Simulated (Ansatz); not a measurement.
Consider BaS in the zinc blende structure (space group F-43m, No. 216; a = 7.036 Å; a hypothetical phase, not in the database extracts checked).

(Cell as relaxed with PBE.)

Levels (all Ansatz, a first-principles code, PAW): PBE (420 eV, scalar-relativistic without spin-orbit coupling); r2SCAN (500 eV, scalar-relativistic without spin-orbit coupling).

Each level relaxes its own structure.

```json
[
 {"base": "volume per atom", "PBE": "43.53 Å³", "r2SCAN": "43.58 Å³"},
 {"base": "lattice parameter a", "PBE": "703.6 pm", "r2SCAN": "703.8 pm"},
 {"base": "band gap", "PBE": "2.75 eV", "r2SCAN": "3.07 eV"}
]
```

The change: the cell is scaled by 1.0257 in all directions, atoms relaxed at fixed cell.

| quantity | PBE | r2SCAN |
|---|---|---|
| electron mass | 0.39 mₑ (at Γ) | [?] |
| pressure | -1.80 GPa | [?] |
| smallest direct gap | 3.18 eV | [?] |
| mean gap deformation potential ΔEg/Δln V | -1.5 eV | [?] |

### Question
Given the PBE results, estimate those of r2SCAN.

### Answer

- electron mass, r2SCAN: 0.40 mₑ (at Γ)
- pressure, r2SCAN: -1.89 GPa
- smallest direct gap, r2SCAN: 3.50 eV
- mean gap deformation potential ΔEg/Δln V, r2SCAN: -1.5 eV

PBE's pressure lies 0.09 GPa above r2SCAN's; PBE's smallest direct gap lies 0.32 eV below r2SCAN's; the two agree on the mean gap deformation potential ΔEg/Δln V. Neither level is exact; r2SCAN is the comparison here, not a measurement.

The cells carry an imposed strain or load. Effective masses come from finite differences of ±0.01 Å⁻¹. Whether these cells are dynamically stable was not tested.
